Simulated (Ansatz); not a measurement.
## Nb₃Sn in the A15 (Cr3Si type) structure (space group Pm-3n, No. 223)

```yaml
crystal:
  lattice:
    - [5.25857, 0.00000, 0.00000]
    - [0.00000, 5.25857, 0.00000]
    - [0.00000, 0.00000, 5.25857]
  atoms:
    - { symbol: Nb, position: [0.25000, 0.00000, 0.50000] }
    - { symbol: Nb, position: [0.75000, 0.00000, 0.50000] }
    - { symbol: Nb, position: [0.00000, 0.50000, 0.25000] }
    - { symbol: Nb, position: [0.00000, 0.50000, 0.75000] }
    - { symbol: Nb, position: [0.50000, 0.25000, 0.00000] }
    - { symbol: Nb, position: [0.50000, 0.75000, 0.00000] }
    - { symbol: Sn, position: [0.00000, 0.00000, 0.00000] }
    - { symbol: Sn, position: [0.50000, 0.50000, 0.50000] }
```

All numbers come from DFT with PBEsol, PAW potentials and a 420 eV plane-wave cutoff in Ansatz (a first-principles code), scalar-relativistic without spin-orbit coupling. Γ-centred 9×9×9 mesh, Fermi–Dirac width 0.05 eV.

- Volume per atom: 18.18 Å³
- Density: 9.08 g/cm³
- Band gap: zero
- Total energy: -4859.248 eV/atom (σ→0; compares only within this code and set-up)

No phonon test of stability was made. The final runs are not spin-polarised.
